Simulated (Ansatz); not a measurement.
## Na2S: band gap against pressure

Na2S (antifluorite, Fm-3m, 23.611 Å³/atom and stress up to 0.01 GPa in the relaxed cell, cube axes along x, y and z) under hydrostatic pressure, with the cell free. PBE in Ansatz, a plane-wave DFT program (PAW, default set), 420 eV, 9×9×9 Γ-centred mesh, Fermi-Dirac smearing 0.05 eV; ions are relaxed, or left where forces stay under 0.02 eV/Å, within the symmetry of each cell. Gaps are the smallest over the k-mesh and a band path, without spin-orbit coupling; in all rows the valence edge lies at Γ and the conduction edge at Γ.

Here P stands for pressure and Eg for gap.

```csv
pressure (GPa),gap (eV)
-1.0,2.324
0.0,2.447
0.3,2.481
0.7,2.525
1.5,?
```

### Question
Using a straight line, estimate the missing Eg at P = 1.5 from the other rows, showing the fit.

### Answer
Means: P 0, Eg 2.4442. About the means, the sum of products is 0.18780 and the sum of squares of P is 1.5800; the slope is their ratio. Least squares gives Eg = 2.4443 + 0.11886·P. Residuals (row less fit): -0.0014, 0.0027, 0.0010, -0.0025; standard error 0.0029 (degrees of freedom: 2). Over these rows the gap moves by 119 ± 2 meV per GPa. At the withheld row, Eg = 2.4443 + 0.11886 × 1.5 = 2.6226 eV. The calculation gives 2.608 eV, 0.0146 eV below the prediction (5.1 % of the range of Eg in the table). The row lies outside the fitted rows, so this is an extrapolation. From the scatter of the fitted rows alone, a prediction at this place has a standard error of 0.0047 eV, so the miss is 3.1 times that.

A polynomial of degree 2 through the 5 other runs of the series gives 2.603 there. Other structures, which can take over under pressure, weren't tried. Rows are the converged runs of the series near zero and its far end, less any whose ions stayed unrelaxed beside relaxed ones; series whose fitted rows scatter by over a few per cent of the range, as at a crossing or softening among them, aren't shown in this form. Most that stay on the fit to the last digits aren't either.
